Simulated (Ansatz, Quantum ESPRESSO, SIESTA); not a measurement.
**One structure in several programs: MnZn3 (P1, 4 atoms in the cell)**

Self-consistent single point, at a second geometry (atoms moved at random). First geometry:

```xyz
4
Lattice="3.7262 0.0000 0.0000 0.0000 3.7262 0.0000 0.0000 0.0000 3.7262" Properties=species:S:1:pos:R:3 pbc="T T T"
Mn     0.0000     0.0000     0.0000
Zn     0.0000     1.8631     1.8631
Zn     1.8631     0.0000     1.8631
Zn     1.8631     1.8631     0.0000
```
Moments meant for the start (each program seeds them in its own way; μB, in the order of the atoms Mn Zn Zn Zn): 4.0 0.0 0.0 0.0.

Second geometry:
```
CELL_PARAMETERS angstrom
      3.72623     0.00000     0.00000
      0.00000     3.72623     0.00000
      0.00000     0.00000     3.72623
ATOMIC_POSITIONS crystal
  Mn 0.02033 0.00327 0.99685
  Zn 0.99288 0.50945 0.49457
  Zn 0.49268 0.99167 0.48786
  Zn 0.49410 0.49561 0.02073
```
Moments meant for the start (each program seeds them in its own way; μB, in the order of the atoms Mn Zn Zn Zn): 4.0 0.0 0.0 0.0.

Shared settings, as Ansatz (a program for electronic structure) writes them: kpoints.mp_grid.grid = 6 6 6; scf.occupations.method = fermi_dirac; scf.occupations.width = 0.1 eV. Potentials and cutoffs stand in the table.

```tsv
code	model	ΔF from the first geometry (meV/atom)	pressure (GPa)	largest force (eV/Å)	size of the net moment (μB/atom)	cutoff
Ansatz	PBEsol, default PAW files made with PBE	22.6	1.04	0.812	0.58	default
Quantum ESPRESSO	PBEsol, SSSP 1.1.2 efficiency (PBE) pseudopotentials	22.5	0.58	0.813	0.60	50 Ry
SIESTA	GGA PBEsol, numerical atomic orbitals DZP, PseudoDojo PBEsol standard norm-conserving potentials (rewritten from UPF to PSML)	33.2	1.92	1.189	0.62	grid 300 Ry
```

Size of the force on each atom (eV/Å): Sizes of forces hide their directions.

| code | Mn1 | Zn2 | Zn3 | Zn4 |
|---|---|---|---|---|
| Ansatz | 0.812 | 0.423 | 0.671 | 0.785 |
| Quantum ESPRESSO | 0.813 | 0.421 | 0.669 | 0.781 |
| SIESTA | 1.084 | 0.655 | 0.995 | 1.189 |

On Ansatz's run: with one magnetic atom in the cell only a parallel order is possible.

The spread over the programs that give each value: ΔF from the first geometry within 10.7 meV/atom; pressure within 1.34 GPa; largest force within 0.377 eV/Å; size of the net moment within 0.04 μB/atom.

SIESTA uses small atom-centred bases, whose incompleteness enters pressures, forces and empty levels differently from a plane-wave cutoff. Ansatz's pressure is given at a fixed set of plane waves, as the other plane-wave codes print theirs; with its correction for the finite basis it is 1.13 GPa. In the pressure, SIESTA (by 1.11) lies more than 1 GPa from the median of the plane-wave programs. In the force vectors, SIESTA (by 0.409) lies more than 0.08 eV/Å from the median of the plane-wave programs.

The starting cell comes from a database of computed structures (which also holds hypothetical and non-ambient phases and stackings), without a prior relaxation at this level. Its lattice was rescaled by a random factor within 2.5 % of one. For this run, on top of that: atoms moved at random.

Keys are those of Ansatz 0.2.
